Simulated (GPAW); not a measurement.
Input and output of a self-consistent single point for CaSnF4 (P4/mmm, 6 atoms in the cell) (GPAW).

Method of the run: LDA (Perdew-Wang 92), GPAW PAW datasets LDA (gpaw-data 1.0.1) (plane waves; GPAW).

The change in words: lattice scaled by 0.98. Reference geometry:
```
CaSnF4
1.0
    4.00455     0.00000     0.00000
    0.00000     4.00455     0.00000
    0.00000     0.00000     5.78047
Ca Sn F
1 1 4
Direct
  0.00000   0.00000   0.50000
  0.50000   0.50000   0.00000
  0.50000   0.00000   0.26574
  0.50000   0.00000   0.73426
  0.00000   0.50000   0.26574
  0.00000   0.50000   0.73426
```

Reference input (self-consistent single point, DFT LDA (Perdew-Wang 92), plane waves, GPAW PAW datasets LDA (gpaw-data 1.0.1)): mode = pw; ecut = 950 eV; xc = LDA; kpts = 8 8 5; mesh shift (steps) = 0 0 0; occupations.name = fermi-dirac; occupations.width = 0.01 eV; nbands = -4; convergence.density = 1e-05 e/electron; convergence.energy = 1e-05 eV/electron; convergence.bands = -2; symmetry.symmorphic = false. This run's input differs from it in these lines:

```diff
@@ -5,5 +5,5 @@
 atoms = Atoms(['Ca', 'Sn', 'F', 'F', 'F', 'F'],
-              cell=[[4.004550, 0.000000, 0.000000],
-                    [0.000000, 4.004550, 0.000000],
-                    [0.000000, 0.000000, 5.780470]],
+              cell=[[3.924459, 0.000000, 0.000000],
+                    [0.000000, 3.924459, 0.000000],
+                    [0.000000, 0.000000, 5.664861]],
               scaled_positions=[[0.000000, 0.000000, 0.500000],
```

Output, abridged:

```
     iter     time        total  log10-change:
                         energy   eigst   dens
iter:   1 --:--:--   -37.573266   +0.25
iter:   2 --:--:--   -36.986175   -0.51  -1.18
iter:   3 --:--:--   -35.415498   -0.39  -1.24
iter:   4 --:--:--   -35.577323   -0.17  -1.45
iter:   5 --:--:--   -35.385018   -0.40  -1.59
   [... 4 lines left out ...]
iter:  10 --:--:--   -35.138666   -2.75  -2.59
iter:  11 --:--:--   -35.137397   -2.18  -2.67
iter:  12 --:--:--   -35.135423   -2.58  -2.92
iter:  13 --:--:--   -35.135395   -2.88  -3.39
iter:  14 --:--:--   -35.135357c  -3.18  -3.41
iter:  15 --:--:--   -35.135335c  -2.61  -3.62
   [... lines left out ...]
iter:  21 --:--:--   -35.135323c  -3.90  -4.51
iter:  22 --:--:--   -35.135323c  -4.04  -4.88
iter:  23 --:--:--   -35.135323c  -4.27  -5.30c
iter:  24 --:--:--   -35.135323c  -4.31  -5.28c
iter:  25 --:--:--   -35.135323c  -4.55  -5.30c
iter:  26 --:--:--   -35.135323c  -4.71  -5.47c
iter:  27 --:--:--   -35.135323c  -4.77  -5.38c
   [... 19 lines left out ...]
iter:  47 --:--:--   -35.135323c  -6.81  -8.47c
iter:  48 --:--:--   -35.135323c  -7.14  -8.59c
iter:  49 --:--:--   -35.135323c  -6.98  -8.74c
iter:  50 --:--:--   -35.135323c  -7.27  -8.87c
iter:  51 --:--:--   -35.135323c  -7.42c -9.08c
Converged after 51 iterations.

Dipole moment: (-0.000000, -0.000000, -0.000000) |e|*Ang

Energy contributions relative to reference atoms: (reference = -197127.834834)

Kinetic:        +34.893332
Potential:      -33.956883
External:        +0.000000
XC:             -35.332914
Entropy (-ST):   -0.000000
Local:           -0.738859
SIC:             +0.000000
--------------------------
Free energy:    -35.135323
Extrapolated:   -35.135323

Showing only first 2 kpts
 Kpt  Band  Eigenvalues  Occupancy
  0    24      0.53126    2.00000
  0    25      1.37847    2.00000
  0    26      7.73690    0.00000
  0    27      8.92683    0.00000

  1    24      0.40318    2.00000
  1    25      1.86322    2.00000
  1    26      7.24754    0.00000
  1    27      9.08931    0.00000

Fermi level: 4.85463

Gap: 3.351 eV
Transition (v -> c):
   [... lines left out ...]
Direct gap: 3.723 eV
   [... lines left out ...]
  0 Ca    0.00000    0.00000    0.00000
  1 Sn    0.00000    0.00000    0.00000
  2 F     0.00000    0.00000   -0.01273
  3 F     0.00000    0.00000    0.01273
  4 F     0.00000    0.00000   -0.01273
  5 F     0.00000    0.00000    0.01273

Stress tensor:
     0.025763     0.000000     0.000000
     0.000000     0.025763     0.000000
     0.000000     0.000000     0.027521
Stress (GPa, Voigt): [4.1277 4.1277 4.4093 0.     0.     0.    ]
```

The run converged in 51 iterations. GPAW prints stress with tension positive. Against the reference run the free energy falls by 29.2 meV/atom, the largest force goes from 0.054 to 0.013 eV/Å and the gap on the mesh goes from 3.461 to 3.351 eV.

At such cutoffs GPAW's stress carries a finite-basis (Pulay) error, which enters relaxed cells too; its log prints stress with tension positive.

The starting cell comes from a database of computed structures (which also holds hypothetical and non-ambient phases and stackings), without a prior relaxation at this level. For this run, on top of that: lattice scaled by 0.98.

Cost on one core of a shared machine: roughly 8 min.
